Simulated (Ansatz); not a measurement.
Start from ZrIr₂ in the cubic Laves (MgCu2 type) structure (space group Fd-3m, No. 227; a = 7.346 Å).

Computed with Kohn–Sham DFT with the PBEsol functional, run in Ansatz (an electronic-structure program) with PAW and 420 eV plane waves, no SOC.

For the base:

```
Quantity                  Result
-------------------  -----------
Lattice parameter a  13.883 bohr
```

The change: every Ir is replaced by Re; the structure is relaxed again.

Tabulated Pauling electronegativity and covalent radius: Ir 2.20, 1.41 Å; Re 1.90, 1.51 Å.

Task: How does this affect the lattice parameter a?

Result: The lattice parameter a grows by 0.1547 bohr (13.883 bohr → 14.037 bohr).

No phonon test of stability was made. As relaxed here, ZrRe2 is a hypothetical phase, not in the database extracts checked. All final runs are without spin polarisation.
